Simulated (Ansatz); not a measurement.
The starting structures come from a database of crystals and need not be the phases stable at ambient conditions.

 Where the default PAW files enter, the runs use the earlier of Ansatz's two default sets.

The decay constant κ of evanescent states in the gap governs leakage through a thin film.

Here is the system:

```
CaWO4
1.0
    6.78313     0.00000     0.00000
    2.71046     6.21806     0.00000
    2.03633    -3.10903     3.71655
Ca W O
2 2 8
Direct
  0.75000   0.75000   0.50000
  0.50000   0.50000   0.00000
  0.25000   0.25000   0.50000
  0.00000   0.00000   0.00000
  0.84469   0.32803   0.08703
  0.49100   0.18172   0.10369
  0.32803   0.84469   0.91297
  0.18172   0.49100   0.89631
  0.40531   0.92197   0.41297
  0.75900   0.06828   0.39631
  0.92197   0.40531   0.58703
  0.06828   0.75900   0.60369
```

Space group of this cell: I4_1/a. The cell is taken as given; by r2SCAN its mean pressure is -2.5 GPa.

Transport runs along the normal of the first two printed cell vectors, the (110) plane of the conventional cell.

No gap correction and no spin-orbit coupling; mid-gap values are interpolated between computed energies.

**Question.** Predict the band gap and the smallest decay constant κ at mid-gap from r2SCAN (Ansatz, an electronic-structure program).

**Answer.** Gap 4.51 eV on a 8×8×8 mesh; κ = 0.521 1/Å, at the zone centre.
